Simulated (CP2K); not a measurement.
**Convergence study of the k-point mesh for KHgF3 (Cmm2, 5 atoms in the cell)**

```
CELL_PARAMETERS angstrom
      4.51900     0.00000     0.00000
     -0.00864     4.51899     0.00000
      0.00000     0.00000     4.51082
ATOMIC_POSITIONS crystal
  K  0.00000 0.00000 0.51108
  Hg 0.50000 0.50000 0.00000
  F  0.00000 0.50000 0.00000
  F  0.50000 0.00000 0.00000
  F  0.50000 0.50000 0.50000
```

Level of theory: LDA (Pade form), GPW, DZVP-MOLOPT-SR-GTH basis, GTH-PADE potentials (GTH_POTENTIALS) (CP2K 2026.2).

Base settings: CUTOFF = 550 Ry; REL_CUTOFF = 60 Ry; KPOINTS/SCHEME = MONKHORST-PACK 3 3 3; XC_FUNCTIONAL = PADE; K/BASIS_SET = DZVP-MOLOPT-SR-GTH-q9; K/POTENTIAL = GTH-PADE-q9; Hg/BASIS_SET = DZVP-MOLOPT-SR-GTH-q12; Hg/POTENTIAL = GTH-PADE-q12; F/BASIS_SET = DZVP-MOLOPT-SR-GTH-q7; F/POTENTIAL = GTH-PADE-q7.

Moved along: GAMMA_CENTERED.

The second cell is the first with its lattice scaled by 0.98.

Only quantities that move along the ladder and can be compared are tabulated.

The starting cell comes from a database of computed structures (which also holds hypothetical and non-ambient phases and stackings), without a prior relaxation at this level. Its lattice was rescaled by up to half a per cent. One atom was moved a little off its site on purpose. Spin-orbit coupling is off. Values carry the incompleteness of an atom-centred basis.

| KPOINTS/SCHEME | free energy less the last step's (meV/atom) | energy of the compressed cell less the first (meV/atom) | pressure (GPa) | largest difference of a force vector from the last step's (eV/Å) | gap on the mesh (eV) |
|---|---|---|---|---|---|
| default | 96.30 | -47.27 | -8.30 | 0.073 | 2.216 |
| MONKHORST-PACK 2 2 2 | -16.52 | -5.45 | -2.63 | 0.001 | 0.197 |
| MONKHORST-PACK 3 3 3 | 0.79 | -4.59 | -2.48 | 0.000 | 0.879 |
| MONKHORST-PACK 4 4 4 | 0.12 | -4.78 | -2.51 | 0.000 | 0.189 |
| MONKHORST-PACK 5 5 5 | 0.00 | -4.79 | -2.51 | 0.000 | 0.458 |
| MONKHORST-PACK 6 6 6 | 0.00 | -4.79 | -2.51 | 0.000 | 0.189 |
| MONKHORST-PACK 7 7 7 | 0.00 | -4.79 | -2.51 | 0.000 | 0.331 |
| MONKHORST-PACK 8 8 8 | 0.00 | -4.79 | -2.51 | 0.000 | 0.189 |
| MONKHORST-PACK 9 9 9 | 0.00 | -4.79 | -2.51 | 0.000 | 0.277 |
| MONKHORST-PACK 10 10 10 | 0.00 | -4.79 | -2.51 | 0.000 | 0.189 |
| MONKHORST-PACK 11 11 11 | 0.00 | -4.79 | -2.51 | 0.000 | 0.249 |
| MONKHORST-PACK 12 12 12 | 0.00 | -4.79 | -2.51 | 0.000 | 0.189 |

Coarsest KPOINTS/SCHEME that holds the pressure within 1 GPa of the last step, with all finer ones: MONKHORST-PACK 2 2 2; the step before is off by 5.8 GPa.

Coarsest KPOINTS/SCHEME that holds the energy of the compressed cell less the first within 2 meV/atom of the last step, with all finer ones: MONKHORST-PACK 2 2 2; the step before is off by 42 meV/atom.

Coarsest KPOINTS/SCHEME that holds the forces within 0.005 eV/Å of the last step, with all finer ones: MONKHORST-PACK 2 2 2; the step before is off by 0.073 eV/Å.

The energy difference between the two cells stays within 1 meV/atom of the last step's from MONKHORST-PACK 2 2 2 on, the total only from MONKHORST-PACK 3 3 3 on: much of the error is common to both cells and cancels.

The gap on the mesh jumps up and down from mesh to mesh; it is no smooth measure of convergence.
